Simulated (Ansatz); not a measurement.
**TiS2: pressure series**

Take TiS₂ in the CdI2 type structure (space group P-3m1, No. 164; a = 3.361 Å, c = 5.522 Å; layered, stacked along the Cartesian z axis) as the base.

Cell and atoms are relaxed at each pressure.

Level of theory: PBE-D3(BJ) in Ansatz (plane waves to 420 eV, PAW, spin-orbit coupling left out).

Notes on the quantities. enthalpy: H = E + PV relative to the base's energy.

| variant | lattice parameter a | enthalpy |
|---|---|---|
| base | 3.361 Å | – |
| pressure −2 GPa | (withheld) | -0.23 eV/atom |
| pressure −1 GPa | 3.377 Å | -0.11 eV/atom |
| pressure 0.3 GPa | (withheld) | +0.03 eV/atom |
| pressure 0.7 GPa | 3.350 Å | +0.08 eV/atom |
| pressure 1.5 GPa | 3.338 Å | +0.17 eV/atom |
| pressure 3 GPa | 3.317 Å | +0.33 eV/atom |
| pressure 5 GPa | 3.291 Å | +0.54 eV/atom |
| pressure 7.5 GPa | 3.262 Å | +0.79 eV/atom |
| pressure 10 GPa | 3.234 Å | +1.04 eV/atom |

**Question.** Fill in the withheld entries from the trend.

**Answer.** 
- pressure −2 GPa, lattice parameter a: 3.395 Å
- pressure 0.3 GPa, lattice parameter a: 3.356 Å

Load acts through the strain it causes; cell and atoms are relaxed under it. Whether these cells are dynamically stable was not tested. Competing high-pressure phases were not computed. The base started in P3m1 and relaxed to P-3m1 at this level. All final runs are without spin polarisation.

Ansatz is a first-principles code.
